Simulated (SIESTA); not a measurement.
Input and output of a self-consistent single point for HfBRh3 (P1, 5 atoms in the cell) (SIESTA).

Computed with SIESTA with GGA PBEsol, numerical atomic orbitals DZP, PseudoDojo PBEsol standard norm-conserving potentials (rewritten from UPF to PSML).

The change in words: atoms moved at random. Reference geometry:
```
HfBRh3
1.0
    4.09526     0.00000     0.00000
    0.00000     4.09526     0.00000
    0.00000     0.00000     4.09526
Hf B Rh
1 1 3
Cartesian
  0.00000   0.00000   0.00000
  2.04763   2.04763   2.04763
  0.00000   2.04763   2.04763
  2.04763   0.00000   2.04763
  2.04763   2.04763   0.00000
```

Reference input (self-consistent single point, DFT, GGA PBEsol, numerical atomic orbitals DZP, PseudoDojo PBEsol standard norm-conserving potentials (rewritten from UPF to PSML)): XC.functional = GGA; XC.authors = PBEsol; potentials = PseudoDojo PBEsol standard; PAO.BasisSize = DZP; PAO.EnergyShift = 0.005 Ry; MeshCutoff = 400 Ry; kgrid.MonkhorstPack = 6 6 6; OccupationFunction = MP; OccupationMPOrder = 0; ElectronicTemperature = 0.05 eV; MaxSCFIterations = 150; SCF.Mixer.Method = Pulay. This run's input differs from it in these lines:

```diff
@@ -19,7 +19,7 @@
 %block AtomicCoordinatesAndAtomicSpecies
-     0.000000000    0.000000000    0.000000000  1
-     2.047630000    2.047630000    2.047630000  2
-     0.000000000    2.047630000    2.047630000  3
-     2.047630000    0.000000000    2.047630000  3
-     2.047630000    2.047630000    0.000000000  3
+    -0.026471761   -0.019030673   -0.023777080  1
+     2.121950778    2.053760604    2.040025102  2
+    -0.026553666    2.024602353    2.084376768  3
+     2.020412902    0.017433522    2.032813349  3
+     2.053551746    2.066128289    0.009451860  3
 %endblock AtomicCoordinatesAndAtomicSpecies
```

The program printed (abridged):

```
        iscf     Eharris(eV)        E_KS(eV)     FreeEng(eV)     dDmax    Ef(eV) dHmax(eV)
   scf:    1   -11110.050747   -11171.086095   -11171.087733  1.379558 -2.443664 10.461193
   scf:    2   -11187.375318   -11183.574804   -11183.575466  0.410953 -4.142260  6.043820
   scf:    3   -11184.835557   -11184.409807   -11184.411056  0.086748 -4.144557  2.126134
   scf:    4   -11184.640396   -11184.564024   -11184.564660  0.077456 -4.327956  0.857604
   scf:    5   -11184.583882   -11184.590040   -11184.590613  0.025181 -4.368669  0.509870
   [... 3 lines left out ...]
   scf:    9   -11184.608755   -11184.608755   -11184.609325  0.000275 -4.456530  0.004589
   scf:   10   -11184.608760   -11184.608758   -11184.609326  0.000258 -4.457333  0.001163
   scf:   11   -11184.608758   -11184.608758   -11184.609327  0.000137 -4.457724  0.000329
   scf:   12   -11184.608758   -11184.608758   -11184.609327  0.000013 -4.457763  0.000242
SCF Convergence by DM+H criterion
max |DM_out - DM_in|         :     0.0000131131
max |H_out - H_in|      (eV) :     0.0002424289
SCF cycle converged after 12 iterations

Using DM_out to compute the final energy and forces

siesta: E_KS(eV) =           -11184.6088

siesta: E_KS - E_eggbox =    -11184.6088

siesta: Atomic forces (eV/Ang):
     1    0.110623    0.108089    0.163494
     2   -1.372941    0.183359    0.184599
     3    1.677802    0.167256   -0.196156
     4   -0.104503   -0.364896    0.127404
     5   -0.313523   -0.091250   -0.277015
   Tot   -0.002542    0.002558    0.002326
   Max    1.677802
   Res    0.590393    sqrt( Sum f_i^2 / 3N )
   Max    1.677802    constrained

Stress tensor Voigt[x,y,z,yz,xz,xy] (kbar):        4.25       20.42       18.88       -0.28       -1.67        0.27
   [... lines left out ...]
siesta: FreeEng =    -11184.609327
siesta: Cell volume =         68.682238 Ang**3
siesta:         -14.51801592          9.43290852  kBar
   [... lines left out ...]
              0.315   1.780   1.582   1.388   1.581   1.679  -0.063  -0.050

              0.141  -0.049  -0.030

mulliken: Qtot =       66.000

Mulliken Atomic Populations:
Atom #   charge [q] valence [e]  Species
     1     0.830026   11.169974  Hf
     2    -0.487238    3.487238  B
     3    -0.100305   17.100305  Rh
     4    -0.121842   17.121842  Rh
     5    -0.120641   17.120641  Rh
 Total     0.000000
```

The run converged in 12 iterations. Against the reference run the free energy rises by 17.6 meV/atom, the pressure goes from -2.19 to -1.45 GPa and the largest force goes from 0.000 to 1.697 eV/Å.

The starting cell comes from a database of computed structures (which also holds hypothetical and non-ambient phases and stackings), without a prior relaxation at this level. For this run, on top of that: atoms moved at random. Spin polarisation is off. Values carry the incompleteness of an atom-centred basis. Forces in this geometry exceed 1 eV/Å.

Cost on one core of a shared machine: roughly 80 s.
